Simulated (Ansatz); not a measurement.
Consider the energy of the reaction as written. Reaction: 1/2 cell B → cell A. Negative: the products are lower in energy.

Cell A: a sheet of composition Te, 1 atom, hexagonal cell of 3.15 Å (8.6 Å²), symmetry P6/mmm, 0.0 Å thick under 16 Å of vacuum, in-plane vectors relaxed; planes from bottom to top: Te; a model cell; partly filled levels (a metallic host or states in the gap) with PBE; spin state with PBE: run without spin, k-point mesh 12×12×1.
```yaml
crystal:
  lattice:
    - [3.15342, 0.00000, 0.00000]
    - [-1.57671, 2.73094, 0.00000]
    - [0.00000, 0.00000, 16.00000]
  atoms:
    - { symbol: Te, position: [0.00000, 0.00000, 0.50000] }
```

Cell B: a sheet of composition Te2, 2 atoms, hexagonal cell of 4.97 Å (21.4 Å²), symmetry P-3m1, 0.7 Å thick under 17 Å of vacuum, in-plane vectors relaxed; planes from bottom to top: Te × 2; a model cell; partly filled levels (a metallic host or states in the gap) with PBE; spin state with PBE: run without spin, k-point mesh 12×12×1.
```
Te
1.0
    4.96727     0.00000     0.00000
   -2.48363     4.30178     0.00000
    0.00000     0.00000    17.40000
Te
2
Direct
  0.33333   0.66667   0.52142
  0.66667   0.33333   0.47858
```

All numbers come from Ansatz (a first-principles code), plane waves with PAW, its PAW set soft_1, cutoff 420 eV, 500 eV for r2SCAN. The structures are at rest with PBE; other levels are single points on them. Neutral cells; Fermi-Dirac smearing of at most 0.05 eV in the solids, energies taken to zero width. The lattices are those relaxed with PBE, so at other levels the solids can be strained, which adds to the spread. A dispersion term (D3(BJ), or D4 for r2SCAN) was computed beside these levels and is taken off wherever the name lacks it. No zero-point or thermal terms. Spin-orbit coupling is left out. The cells' k-point meshes differ in density, so the last digit is unsettled. Cell A has symmetry P6/mmm and got no random move, so less symmetric positions, which may lie lower, weren't tried. Cell B has symmetry P-3m1 and got no random move, so less symmetric positions, which may lie lower, weren't tried.

**Question.** Predict the value from PBE.

**Answer.** 0.18 eV, for 1/2 cell B → cell A.

**Question.** How does the value move with the functional?

**Answer.** 
```json
[
 {"Level": "r2SCAN", "value (eV)": "0.20", "less PBE": "0.02"}
]
```

The levels span only 0.02 eV, too little to tell them apart.
